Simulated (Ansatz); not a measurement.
Start from Mg2OsH6 (space group Fm-3m, No. 225; a = 6.646 Å; a cell from a computed database, its experimental status unchecked). Axes: x, y, z lie along the cube axes.

All numbers come from DFT with r2SCAN, PAW potentials and a 500 eV plane-wave cutoff in Ansatz (a first-principles code), scalar-relativistic without spin-orbit coupling, earlier PAW set.

Before the change:

| Quantity | Result |
|---|---|
| Pressure | -0.01 GPa |
| Shortest interatomic distance | 1.683 Å |
| Smallest direct gap | 3.83 eV |

Modification: uniaxial strain ε_zz = +0.40 %, all other strain components held at zero; the atoms relax in the strained cell.

Problem. Predict the new pressure.

Solution. The pressure (mean of the normal stresses, compression positive) drops by 0.328 GPa, from -0.01 GPa to -0.33 GPa.

Problem. What does the calculation give for the shortest interatomic distance after the change?

Solution. The shortest interatomic distance is nearly the same (1.683 Å against 1.684 Å).

Problem. Estimate the effect on the smallest direct gap.

Solution. The smallest direct gap decreases by 0.02 eV (3.83 eV → 3.81 eV).

With Os present, leaving out spin-orbit coupling can change the band edges. Gaps are read on the SCF mesh and a high-symmetry path. No phonon test of stability was made.
